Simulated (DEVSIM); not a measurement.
System: abrupt Si p-n junction, at 300 K.

Layer 1 from the left is Si, thickness (μm) 27.0, Na (cm⁻³) 1e15, τn (s) 0.00059, τp (s) 0.00059. Layer 2 from the left is Si, thickness (μm) 1.10, Nd (cm⁻³) 1.3e16, τn (s) 0.00059, τp (s) 0.00059.

Left contact: ohmic. Right contact: ohmic. Voltage is applied to the left contact. Recombination: SRH at mid-gap, radiative. Mobility is μmin + (μ − μmin)/(1 + (N/Nref)^α).

This is a model device: material constants are rounded textbook-type values typed into the input, and sizes, dopings and lifetimes were drawn at random. Values at 300 K.

Si: gap (eV) 1.124, affinity (eV) 4.05, permittivity 11.7, Nc (cm⁻³) 2.86e19, Nv (cm⁻³) 3.1e19, μn (cm²/Vs) 1417, μp (cm²/Vs) 470, μn,min 52, μp,min 45, Nref,n 9.7e16, Nref,p 2.2e17, αn 0.68, αp 0.72, B (cm³/s) 4.7e-15.

Problem. Estimate by hand the built-in potential, the peak field at zero bias, the capacitance at -0.6 V, and compare with a numerical solution.

Solution. 
- Built-in potential: ni = √(Nc Nv) exp(−Eg/2kT) = 1.08e10 cm⁻³ with Eg = 1.124 eV; Vbi = kT/q ln(Na Nd/ni²) = 0.658 V; numerical 0.658 V.
- Peak field at zero bias: depletion approximation: W = √(2εVbi/(qN)) = 0.957 μm with N = 9.29e14 cm⁻³; field = 2Vbi/W = 13700 V/cm; numerical 13500 V/cm (estimate above by 2.1 %).
- Capacitance at -0.6 V: C = √(qεN / 2(Vbi + |V|)) = 7.83 nF/cm²; numerical 7.99 nF/cm² (estimate below by 2.1 %).

Model (solved in DEVSIM): 1D drift-diffusion, Boltzmann statistics, complete ionisation; no tunnelling, impact ionisation, image-force lowering or self-heating.
